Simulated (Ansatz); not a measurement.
The starting structures come from a database of crystals and need not be the phases stable at ambient conditions.

 Where the default PAW files enter, the runs use the earlier of Ansatz's two default sets.

The decay constant κ of evanescent states in the gap governs leakage through a thin film.

Here is the system:

```yaml
crystal:
  lattice:
    - [4.85861, 0.00000, 0.00000]
    - [0.00000, 8.88971, 0.00000]
    - [0.00000, -4.44485, 2.75205]
  atoms:
    - { symbol: Si, position: [0.27070, 0.32758, 0.30090] }
    - { symbol: Si, position: [0.77070, 0.67242, 0.69910] }
    - { symbol: Si, position: [0.27070, 0.97332, 0.30090] }
    - { symbol: Si, position: [0.77070, 0.02668, 0.69910] }
    - { symbol: N, position: [0.61502, 0.34288, 0.24724] }
    - { symbol: N, position: [0.11502, 0.65712, 0.75276] }
    - { symbol: N, position: [0.61502, 0.90436, 0.24724] }
    - { symbol: N, position: [0.11502, 0.09564, 0.75276] }
    - { symbol: O, position: [0.22129, 0.20872, 0.41744] }
    - { symbol: O, position: [0.72129, 0.79128, 0.58256] }
```

Space group of this cell: Cmc2_1. The cell is taken as given; by PBEsol its mean pressure is 2.2 GPa.

Transport runs along the normal of the first two printed cell vectors.

The gap is the functional's own. No spin-orbit coupling. Mid-gap values are interpolated on the energy grid.

Task: State the band gap and the smallest decay constant κ at mid-gap according to PBEsol (Ansatz, an electronic-structure program).

Result: Gap 4.99 eV on a 6×12×12 mesh; κ = 0.405 1/Å, at (0.000, 0.250) of the in-plane reciprocal vectors. At the zone centre, at the nearest computed energy, the slowest state has κ = 0.41 1/Å.
